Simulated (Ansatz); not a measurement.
Consider Zr in the hcp (Mg type) structure (space group P6_3/mmc, No. 194; a = 3.230 Å, c = 5.179 Å; relaxed with 0.1 eV smearing). Axes: x lies along a and z along c of the hexagonal cell.

(Cell as relaxed with PBE.)

Levels (all Ansatz, a first-principles code, PAW): PBE (420 eV, scalar-relativistic without spin-orbit coupling); r2SCAN (500 eV, scalar-relativistic without spin-orbit coupling).

Each level relaxes its own structure.

| base | PBE | r2SCAN |
|---|---|---|
| volume per atom | 23.40 Å³ | 23.51 Å³ |
| lattice parameter a | 3.230 Å | 3.244 Å |
| band gap | zero | zero |

Now apply this change: uniaxial strain ε_zz = +1.29 %, all other strain components held at zero; the atoms relax in the strained cell.

```json
[
 {"quantity": "shortest interatomic distance", "PBE": "3.218 Å", "r2SCAN": "3.214 Å"},
 {"quantity": "pressure (mean of the normal stresses, compression positive)", "PBE": "-1.2 GPa", "r2SCAN": "-1.2 GPa"}
]
```

PBE's shortest interatomic distance lies 0.004 Å above r2SCAN's (0.1 %); the two agree on the pressure. Neither level is exact; r2SCAN is the comparison here, not a measurement.

Whether these cells are dynamically stable was not tested. All final runs are without spin polarisation.
